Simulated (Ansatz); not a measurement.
## W3N4, response to strain

Take W3N4 (space group Pm-3m, No. 221; a = 4.215 Å) as the base. Axes: x, y, z lie along the cube axes.

Strains are applied to the cell and any free atomic positions relax; under biaxial strain the out-of-plane vector relaxes too; under stress the whole cell relaxes.

Method: Ansatz (a quantum-chemistry and plane-wave program), PBE, PAW, cutoff 420 eV, no SOC.

Notes on the quantities. pressure: mean of the normal stresses, compression positive; energy relative to the base: free energy F.

```csv
variant,space group,pressure,energy relative to the base,shortest interatomic distance
base,Pm-3m (No. 221),0.0 GPa,0 meV/atom,210.8 pm
"biaxial strain −3.31 %, plane normal [001], relaxed out of plane",P4/mmm (No. 123),22.7 GPa,+71 meV/atom,203.8 pm
uniaxial strain ε_zz = +4.32 %,P4/mmm (No. 123),-12.0 GPa,+39 meV/atom,210.8 pm
"uniaxial stress, 3 GPa compression along z",P4/mmm (No. 123),–,+0.4 meV/atom,209.9 pm
tensor shear ε_xz = −0.89 %,Cmmm (No. 65),0.0 GPa,+0.5 meV/atom,210.8 pm
```

Without a gap, meshes like the base's 11×11×11 leave anisotropic stresses uncertain by several tenths of a GPa, and small strain energies with them. Stability under load was not tested beyond the relaxation. The final runs are not spin-polarised.
